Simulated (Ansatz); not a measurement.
Take SiC (space group P6_3mc, No. 186; a = 3.094 Å, c = 10.129 Å) as the base.

Now apply this change: every lattice vector is shortened by 1.75 %, atoms relaxed at fixed cell.

Levels (all Ansatz, a program for electronic structure, PAW): PBE (420 eV, scalar-relativistic without spin-orbit coupling); r2SCAN (500 eV, spin-orbit coupling left out); HSE06 (420 eV, spin-orbit coupling left out); PBE+SOC (420 eV, spin-orbit coupling included).

One geometry, relaxed with PBE, under each level:

The valence-band top lists the three highest levels at Γ (Kramers pairs under SOC), from the VBM.

```tsv
level	band gap	lowest conduction level above the VBM at special points	valence-band top at Γ	pressure
PBE	2.23 eV	M 2.23 eV; L 2.67 eV; H 3.25 eV; K 3.99 eV	0.00, 0.00, -0.05 eV	125.2 kbar
r2SCAN	2.61 eV	M 2.61 eV; L 3.08 eV; H 3.69 eV; K 4.44 eV	–	90.5 kbar
HSE06	3.16 eV	M 3.16 eV; L 3.61 eV; H 4.23 eV; Γ 6.63 eV	–	–
PBE+SOC	2.23 eV	M 2.23 eV; L 2.66 eV; H 3.25 eV; K 3.98 eV	0.00, -0.01, -0.06 eV	125.2 kbar
```

Single points use the geometry relaxed with PBE. Their cutoffs differ, which shifts pressures a little. HSE06 gaps are upper bounds (no full band path). The spin-orbit shifts are approximate. The cells carry an imposed strain or load. No phonon test of stability was made.
